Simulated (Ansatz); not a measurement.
Take GaSb in the zinc blende structure (space group F-43m, No. 216; a = 6.111 Å) as the base. Axes: x, y, z lie along the cube axes.

The values are results of DFT with PBEsol, PAW potentials and a 420 eV plane-wave cutoff in Ansatz (a quantum-chemistry and plane-wave program), no SOC, not measurements.

Modification: the cell is scaled by 1.0100 in all directions; the atoms relax in the strained cell.

Problem. Predict the stress tensor and what it implies for the stiffness.

Solution. Stress of the strained cell less that of the base (GPa, compression positive):
```
   -1.4     0.0     0.0
    0.0    -1.4     0.0
    0.0     0.0    -1.4
```

Then B = −ΔP/(ΔV/V₀) with ΔV/V₀ = 0.0303 gives secant stiffness values (nonlinear terms included at this strain): B ≈ 47 GPa.

As a check, the harmonic strain energy −½ V₀ Δσ:ε is 3.8 meV/atom; the computed energy rise is 4.0 meV/atom.

No phonon test of stability was made. All final runs are without spin polarisation.
